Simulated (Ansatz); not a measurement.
Troubleshooting Ansatz (an electronic-structure program): a failed run on Cs2NaFeI6 (Fm-3m, 10 atoms in the cell). The aim is a self-consistent single point with DFT, PBE, plane waves, default PAW files.

Cell that was meant: a = 8.0700 Å, b = 8.0700 Å, c = 8.0700 Å, α = 60.00°, β = 60.00°, γ = 60.00°.

Part of the input:

Ansatz 0.2 input:
```yaml
    - [5.706352, 0.000000, 5.706352]
    - [5.706352, 5.706352, 0.000000]
  atoms:
    - { symbol: Cs, position_ang: [0.249995, 0.249995, 0.249995] }
    - { symbol: Cs, position_ang: [0.749997, 0.749997, 0.749997] }
    - { symbol: Na, position_ang: [0.500002, 0.500002, 0.500002] }
    - { symbol: Fe, position_ang: [0.000000, 0.000000, 0.000000], spin: 4.0 }
    - { symbol: I, position_ang: [0.749096, 0.250897, 0.250897] }
    - { symbol: I, position_ang: [0.250897, 0.749096, 0.749096] }
    - { symbol: I, position_ang: [0.250897, 0.749096, 0.250897] }
    - { symbol: I, position_ang: [0.749096, 0.250897, 0.749096] }
    - { symbol: I, position_ang: [0.250897, 0.250897, 0.749096] }
    - { symbol: I, position_ang: [0.749096, 0.749096, 0.250897] }
kpoints:
  mp_grid:
    grid: [3, 3, 3]
```

Output (repeated stretches shortened):

```
WARN basis.ecutwfc = 420 eV, the default
WARN ansatz: RAYON_NUM_THREADS=1 ignored (pool sized by the plan → 1); use --threads N
Pseudopotentials: kind: paw
Pseudopotential: Cs, paw, valence charge 9
Pseudopotential: Na, paw, valence charge 9
Pseudopotential: Fe, paw, valence charge 16
Pseudopotential: I, paw, valence charge 17
Error: SCF: the overlap matrix is not positive definite, so this SCF or pass stopped before solving anything: energies and bands computed with it would not be physical. With PAW pseudopotential files every eigenvalue of that matrix must be above 0; at 6 of 6 k-points the lowest is not, and the worst, at k-point 0 (counted from zero), is -4.9e-1 (as computed, with no allowance for rounding). The cause is the files, the structure or the cutoff, not the eigensolver. Where the projector spheres of two atoms overlap (a projector without an augmentation charge has none), move the closest atoms apart or use files with smaller projector spheres; norm-conserving files [...]
```

### Question
From the messages shown, name the fault and mend the input.

### Answer
The fault is this: fractional positions typed under position_ang; here the program stops on it instead of giving results. To fix it, make label and numbers agree, by changing either. The program stopped before any SCF iteration.

An input that runs soundly differs in these lines (not the only fix; some lines may just follow from the change or write a value another way):
```diff
-    - { symbol: Cs, position_ang: [0.249995, 0.249995, 0.249995] }
-    - { symbol: Cs, position_ang: [0.749997, 0.749997, 0.749997] }
-    - { symbol: Na, position_ang: [0.500002, 0.500002, 0.500002] }
+    - { symbol: Cs, position_ang: [2.853176, 2.853176, 2.853176] }
+    - { symbol: Cs, position_ang: [8.559528, 8.559528, 8.559528] }
+    - { symbol: Na, position_ang: [5.706352, 5.706352, 5.706352] }
-    - { symbol: I, position_ang: [0.749096, 0.250897, 0.250897] }
-    - { symbol: I, position_ang: [0.250897, 0.749096, 0.749096] }
-    - { symbol: I, position_ang: [0.250897, 0.749096, 0.250897] }
-    - { symbol: I, position_ang: [0.749096, 0.250897, 0.749096] }
-    - { symbol: I, position_ang: [0.250897, 0.250897, 0.749096] }
-    - { symbol: I, position_ang: [0.749096, 0.749096, 0.250897] }
+    - { symbol: I, position_ang: [2.863447, 5.706352, 5.706352] }
+    - { symbol: I, position_ang: [8.549257, 5.706352, 5.706352] }
+    - { symbol: I, position_ang: [5.706352, 2.863447, 5.706352] }
+    - { symbol: I, position_ang: [5.706352, 8.549257, 5.706352] }
+    - { symbol: I, position_ang: [5.706352, 5.706352, 2.863447] }
+    - { symbol: I, position_ang: [5.706352, 5.706352, 8.549257] }
```

With that input, the run converged in 18 iterations: free energy E − TS (on the zero of these files) -62394.1353 eV; pressure 2.16 GPa; largest force (vector length) 1.129 eV/Å; size of the cell's spin moment 4.65 μB (DFT, PBE, plane waves, default PAW files).

On the sound input: the starting cell was generated: these elements placed on a structure prototype, without a prior relaxation; it need not be a known phase or ordering of this composition. Its lattice was rescaled by a random factor within 2.5 % of one. With one magnetic atom in the cell only a parallel order is possible. Forces in this geometry exceed 1 eV/Å. Ansatz's pressure includes its estimate of the finite-basis (Pulay) stress.
